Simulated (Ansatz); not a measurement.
Reference: LuPd$_{3}$ (Pm-3m), PBEsol, DFPT electron-phonon coupling, linearised Boltzmann equation (plane waves, PAW, scalar-relativistic; Ansatz, a first-principles code); geometry: relaxed with this functional, without spin-orbit coupling.

```yaml
crystal:
  lattice:
    - [4.01716, 0.00000, 0.00000]
    - [0.00000, 4.01716, 0.00000]
    - [0.00000, 0.00000, 4.01716]
  atoms:
    - { symbol: Lu, position: [0.00000, 0.00000, 0.00000] }
    - { symbol: Pd, position: [0.50000, 0.00000, 0.50000] }
    - { symbol: Pd, position: [0.00000, 0.50000, 0.50000] }
    - { symbol: Pd, position: [0.50000, 0.50000, 0.00000] }
```

| Property | Result |
|---|---|
| resistivity at 300 K | 10.8 μΩ·cm |

**Question.** Swap Pd for Pt, keeping the structure type. How do these values move?

**Answer.** LuPt$_{3}$ (Pm-3m): volume per atom 16.2 to 16.3 Å³; resistivity at 300 K rises (10.8 μΩ·cm to 13.6 μΩ·cm).

**Question.** Swap Lu for In, keeping the structure type. How do these values move?

**Answer.** Pd₃In (Pm-3m): volume per atom 16.2 to 15.6 Å³; resistivity at 300 K stays about the same (10.8 μΩ·cm to 10.9 μΩ·cm).

**Question.** Replace Pd by Al on the same sites and relax. What happens?

**Answer.** LuAl3 (Pm-3m): volume per atom 16.2 to 17.8 Å³; resistivity at 300 K falls (10.8 μΩ·cm to 7.5 μΩ·cm).

Moves up to 15 % count as about the same. Metals; harmonic phonons alone scatter; means over directions. Halving the electron mesh moves these values by up to 10 %; q meshes are mostly untested. Some of the runs warned that the eigensolver left states short of its tolerance. Spin-orbit coupling is left out.

Formula and space group known from diffraction (Crystallography Open Database), not checked to be the room-temperature form: LuPd3 (Pm-3m), LuPt3 (Pm-3m). Computed structure with no diffraction record at hand here (it may be known, metastable or hypothetical): LuAl3 (Pm-3m), Pd3In (Pm-3m). The missing spin-orbit coupling matters most for LuAl3 (Pm-3m), LuPd3 (Pm-3m), LuPt3 (Pm-3m).
